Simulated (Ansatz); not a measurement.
The parent structure is InP in the zinc blende structure (space group F-43m, No. 216).

```
InP
1.0
    0.00000     2.91346     2.91346
    2.91346     0.00000     2.91346
    2.91346     2.91346     0.00000
In P
1 1
Direct
  0.00000   0.00000   0.00000
  0.25000   0.25000   0.25000
```

Cartesian axes are those of the cell as printed.

Calculations: Kohn–Sham DFT with the LDA functional, run in Ansatz (a program for electronic structure) with PAW and 420 eV plane waves, no SOC.

Strains are applied to the cell and any free atomic positions relax.

One change was made to it. Results:

The band gap increases by 0.02 eV, from 0.58 eV to 0.60 eV; the electron mass changes from 0.046 mₑ (at Γ) to 0.048 mₑ along z, 0.051 mₑ across (at Γ); the energy grows by 0.8 meV/atom.

Which of these changes matches the shifts?
A) uniaxial strain ε_zz = −3.00 %
B) uniaxial strain ε_zz = +0.50 %
C) uniaxial strain ε_zz = +2.50 %
D) uniaxial strain ε_zz = −1.00 %
E) uniaxial strain ε_zz = +1.50 %

D, uniaxial strain ε_zz = −1.00 %. For comparison, the band gap in the other runs: uniaxial strain ε_zz = +2.50 % gives 0.40 eV; uniaxial strain ε_zz = −3.00 % gives 0.64 eV; uniaxial strain ε_zz = +0.50 % gives 0.54 eV; uniaxial strain ε_zz = +1.50 % gives 0.47 eV.

Masses are band curvatures over ±0.01 Å⁻¹ around the edge. Whether these cells are dynamically stable was not tested.
